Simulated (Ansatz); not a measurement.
The parent structure is PbI$_{2}$ in the CdI2 type structure (space group P-3m1, No. 164; a = 4.439 Å, c = 6.741 Å; layered).

Computed with DFT with PBEsol-D3(BJ), PAW potentials and a 420 eV plane-wave cutoff in Ansatz (a program for electronic structure), no spin-orbit coupling.

For the base:

The band gap is 1.92 eV. The electron mass is 0.78 mₑ along k, 0.21 mₑ across (at A) and the width of the top valence band comes out as 1.30 eV.

The change: an isotropic linear strain of −5.67 %, atoms relaxed at fixed cell.

Question: How does this affect the band gap, electron mass and width of the top valence band?

Answer: The band gap shrinks by 0.41 eV to 1.51 eV; the electron mass becomes 0.44 mₑ along k, 0.17 mₑ across (at A) (base: 0.78 mₑ along k, 0.21 mₑ across (at A)); the width of the top valence band grows by 1.34 eV, from 1.30 eV to 2.64 eV.

Spin-orbit coupling, missing from the scalar runs, can matter with I and Pb. Effective masses come from finite differences of ±0.01 Å⁻¹. Along k means along the line from Γ to the band edge. Stability against distortions was not tested.
